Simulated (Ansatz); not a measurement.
Worked sum: formation energy of Ti3Al (P6₃/mmc) from the elements

Consider the formation energy of Ti3Al (P6₃/mmc) from the elements. Reaction: Al (fcc) + 3 Ti (hcp) → Ti3Al (P6₃/mmc). A negative value means that the right-hand side lies lower. The value is per atom of the solid.

Ti3Al (P6₃/mmc), 8 atoms in the cell; spin state with PBE: run without spin. Conventional cell: a = 5.7585 Å, b = 5.7585 Å, c = 4.6566 Å, α = 90.00°, β = 90.00°, γ = 120.00°.

Ansatz (an electronic-structure program) with PAW potentials; structures come from PBE relaxations, nuclei static, no net charge. Ansatz runs with its default PAW set. Other levels take these structures, unless marked own geometry. The lattices are those relaxed with PBE, so at other levels the solids can be strained, which adds to the spread. A dispersion term (D3(BJ), or D4 for r2SCAN) was computed beside these levels and is taken off wherever the name lacks it.

Total energies of the cells in eV, at zero smearing width. They compare only within one column; the weights balance every element.

```tsv
cell	atoms	weight	r2SCAN	r2SCAN (own geometry)
Ti3Al (P6₃/mmc)	8	+1	-16109.48911	-16109.49556
Al (fcc)	1	−2	-540.40590	-540.41165
Ti (hcp)	2	−3	-5008.73695	-5008.73754
```

r2SCAN: (-16109.48911) − 2 × (-540.40590) − 3 × (-5008.73695) = -2.466 eV; dividing by 8 atoms gives -0.31 eV/atom.

r2SCAN (own geometry): (-16109.49556) − 2 × (-540.41165) − 3 × (-5008.73754) = -2.460 eV; dividing by 8 atoms gives -0.31 eV/atom.

What follows from the r2SCAN value: A formula unit of Ti3Al has 4 atoms, so it forms with -0.3083 × 4 = -1.233 eV, or -119.0 kJ/mol at 96.485 kJ/mol per eV.
